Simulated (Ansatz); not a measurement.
An Ansatz (a quantum-chemistry and plane-wave program) input (plane-wave PAW DFT at the LDA level (Ansatz, 420 eV), scalar-relativistic without spin-orbit coupling):

Ansatz 0.2 input:
```yaml
crystal:
  lattice:
    - [3.58157785, 0, 0]
    - [1.790788925, 3.1017374037, 0]
    - [1.790788925, -1.0339124679, 2.9798716271]
  atoms:
    - { symbol: Mg, position: [0, 0, 0] }
    - { symbol: S, position: [0, 0.5, 0.5] }
basis: { ecutwfc: 420, ecutrho_ratio: 4, xc_grid: 2, fft_grid_basis: typed }
kpoints: { mp_grid: { grid: [11, 11, 11] } }
hamiltonian:
  xc: lda
  dispersion: none
  pseudopotentials: { kind: paw }
scf: { occupations: { method: fermi_dirac, width: 0.05 } }
relax: { f_tol: 0.005, max_steps: 50, cell: { stress_tol: 0.01, fix: [a, b, gamma] } }
output: { forces: true, stress: true }
checkpoint: { write: state.ck, write_every: 1000 }
```

Which symmetry and how many k-points will the program report, and about how many plane waves at Γ?

Space group R-3m (ITA 166) with 12 operations, k-points 146 of 1331, and 633 plane waves at Γ.

And the final pressure?

1.56 GPa (compression positive).

The cells carry an imposed strain or load. No phonon test of stability was made. The cell was made from MgS in the rock salt structure (space group Fm-3m, No. 225) by this change: biaxial strain −1.25 %, plane normal [111], relaxed out of plane.
